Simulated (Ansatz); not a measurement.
# LiF, response to strain

Consider LiF in the rock salt structure (space group Fm-3m, No. 225; a = 4.008 Å). Axes: x, y, z lie along the cube axes.

Strains are applied to the cell and any free atomic positions relax; under biaxial strain the out-of-plane vector relaxes too.

Calculations: PBEsol (Ansatz, a program for electronic structure, PAW, no spin-orbit coupling).

| biaxial strain, plane normal [111], relaxed out of plane (%) | band gap (eV) |
|---|---|
| 0 | 9.05 |
| 0.42 | 8.97 |
| 0.83 | ? |
| 1.25 | 8.81 |
| 1.67 | 8.74 |
| 2.08 | 8.66 |
| 2.5 | 8.59 |

Task: Fit E_g = E₀ + Dε (ε in %) to the rows shown and predict the withheld row.

Result: Least squares on the printed values gives E₀ = 9.05 eV, D = -185 meV per % of strain (largest residual 0.01 eV); this predicts 8.89 eV, and the run gives 8.89 eV, in agreement.

Gaps are Kohn–Sham eigenvalue differences; semilocal functionals usually give less than the measured gap. Whether these cells are dynamically stable was not tested.
